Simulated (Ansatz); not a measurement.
```xyz
3
Lattice="0.0000 3.0031 3.0031 3.0031 0.0000 3.0031 3.0031 3.0031 0.0000" Properties=species:S:1:pos:R:3 pbc="T T T"
Li     4.5046     4.5046     4.5046
Li     1.5015     1.5015     1.5015
Se     0.0000     0.0000     0.0000
```

Dynamical quadrupoles are not included in the interpolation of the phonons between the solved wave vectors.

Task: By how much do the lattice constants and the volume change from 300 K to 525 K (quasi-harmonic approximation, PBE in Ansatz, a quantum-chemistry and plane-wave program), and how far does the bulk modulus soften?

Result: a by 0.74 %, the volume by 2.25 %; B_T goes from 29.7 to 26.6 GPa. Whether this phase is the stable one at each condition was not tested.
